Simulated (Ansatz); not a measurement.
Electronic density of states of amorphous Al28O44Ge, density 3.15 g/cm³, on a 2×2×2 Γ-centred mesh with a Gaussian width of 0.1 eV; energies count from the Fermi level, whose place inside the gap is arbitrary. Cell and mesh are small, so fine structure isn't converged. The numbers are results of PBE, scalar-relativistic without spin-orbit coupling (plane waves to 420 eV, PAW; Ansatz, a program for electronic structure), not measurements. Sampling: a 2×2×2 Γ-centred mesh; Fermi-Dirac width 0.02 eV; no spin polarisation. At PBE the levels at the filled edge of the gap are localised (band-tail or defect states), and the nearest spread-out levels lie 3.9 eV apart at the zone centre.

The cell was made by melting and quenching with the CHGNet potential and then relaxed with DFT. O atoms were pushed apart under 1.9 Å during the dynamics, to hinder bonds among them. The hot cell started wider than the set density and was brought back towards it in steps. It is the lowest in DFT energy of 2 quenches. It is a model cell: composition and starting density were chosen by hand, and all elements were melted together. No dispersion term was used. Its density started from a set value of 3.15 and ended at 3.15 g/cm³. The quench (nominally 410 K/ps over its main leg) was far faster than any real one, so the model tends to hold more defects than a real film. A cell of this size samples the disorder only roughly. The volume was held where the preparation left it and the shape relaxed, at a PBE pressure of 0.0 GPa.

(E - EF (eV), states/(eV atom)): (-12.00, 0.00); (-11.90, 0.00); (-11.80, 0.00); (-11.70, 0.00); (-11.60, 0.00); (-11.50, 0.00); (-11.40, 0.00); (-11.30, 0.00); (-11.20, 0.00); (-11.10, 0.00); (-11.00, 0.00); (-10.90, 0.00); (-10.80, 0.00); (-10.70, 0.00); (-10.60, 0.00); (-10.50, 0.00); (-10.40, 0.00); (-10.30, 0.00); (-10.20, 0.00); (-10.10, 0.00); (-10.00, 0.00); (-9.90, 0.00); (-9.80, 0.00); (-9.70, 0.00); (-9.60, 0.00); (-9.50, 0.00); (-9.40, 0.00); (-9.30, 0.00); (-9.20, 0.04); (-9.10, 0.13); (-9.00, 0.08); (-8.90, 0.01); (-8.80, 0.00); (-8.70, 0.00); (-8.60, 0.01); (-8.50, 0.06); (-8.40, 0.14); (-8.30, 0.19); (-8.20, 0.26); (-8.10, 0.32); (-8.00, 0.42); (-7.90, 0.44); (-7.80, 0.39); (-7.70, 0.37); (-7.60, 0.37); (-7.50, 0.39); (-7.40, 0.43); (-7.30, 0.41); (-7.20, 0.36); (-7.10, 0.34); (-7.00, 0.36); (-6.90, 0.37); (-6.80, 0.40); (-6.70, 0.44); (-6.60, 0.48); (-6.50, 0.52); (-6.40, 0.53); (-6.30, 0.56); (-6.20, 0.55); (-6.10, 0.56); (-6.00, 0.54); (-5.90, 0.51); (-5.80, 0.58); (-5.70, 0.61); (-5.60, 0.59); (-5.50, 0.59); (-5.40, 0.60); (-5.30, 0.58); (-5.20, 0.61); (-5.10, 0.63); (-5.00, 0.61); (-4.90, 0.58); (-4.80, 0.56); (-4.70, 0.56); (-4.60, 0.59); (-4.50, 0.62); (-4.40, 0.65); (-4.30, 0.65); (-4.20, 0.65); (-4.10, 0.67); (-4.00, 0.68); (-3.90, 0.65); (-3.80, 0.66); (-3.70, 0.68); (-3.60, 0.68); (-3.50, 0.68); (-3.40, 0.68); (-3.30, 0.72); (-3.20, 0.74); (-3.10, 0.72); (-3.00, 0.68); (-2.90, 0.67); (-2.80, 0.66); (-2.70, 0.65); (-2.60, 0.70); (-2.50, 0.70); (-2.40, 0.67); (-2.30, 0.55); (-2.20, 0.45); (-2.10, 0.33); (-2.00, 0.37); (-1.90, 0.35); (-1.80, 0.26); (-1.70, 0.21); (-1.60, 0.08); (-1.50, 0.01); (-1.40, 0.00); (-1.30, 0.00); (-1.20, 0.00); (-1.10, 0.00); (-1.00, 0.00); (-0.90, 0.00); (-0.80, 0.00); (-0.70, 0.00); (-0.60, 0.00); (-0.50, 0.00); (-0.40, 0.00); (-0.30, 0.00); (-0.20, 0.00); (-0.10, 0.00); (0.00, 0.00); (0.10, 0.00); (0.20, 0.00); (0.30, 0.00); (0.40, 0.00); (0.50, 0.00); (0.60, 0.00); (0.70, 0.00); (0.80, 0.00); (0.90, 0.00); (1.00, 0.00); (1.10, 0.00); (1.20, 0.00); (1.30, 0.00); (1.40, 0.00); (1.50, 0.00); (1.60, 0.01); (1.70, 0.01); (1.80, 0.00); (1.90, 0.00); (2.00, 0.00); (2.10, 0.00); (2.20, 0.01); (2.30, 0.04); (2.40, 0.05); (2.50, 0.02); (2.60, 0.04); (2.70, 0.07); (2.80, 0.07); (2.90, 0.04); (3.00, 0.03); (3.10, 0.05); (3.20, 0.06); (3.30, 0.06); (3.40, 0.08); (3.50, 0.09); (3.60, 0.06); (3.70, 0.06); (3.80, 0.07); (3.90, 0.07); (4.00, 0.10); (4.10, 0.10); (4.20, 0.13); (4.30, 0.14); (4.40, 0.14); (4.50, 0.15); (4.60, 0.14); (4.70, 0.15); (4.80, 0.22); (4.90, 0.23); (5.00, 0.25); (5.10, 0.27); (5.20, 0.28); (5.30, 0.25); (5.40, 0.25); (5.50, 0.28); (5.60, 0.29); (5.70, 0.36); (5.80, 0.37); (5.90, 0.35); (6.00, 0.34); (6.10, 0.37); (6.20, 0.38); (6.30, 0.38); (6.40, 0.41)

The level gap on this mesh is 3.32 eV; the broadening fills part of it in the curve.
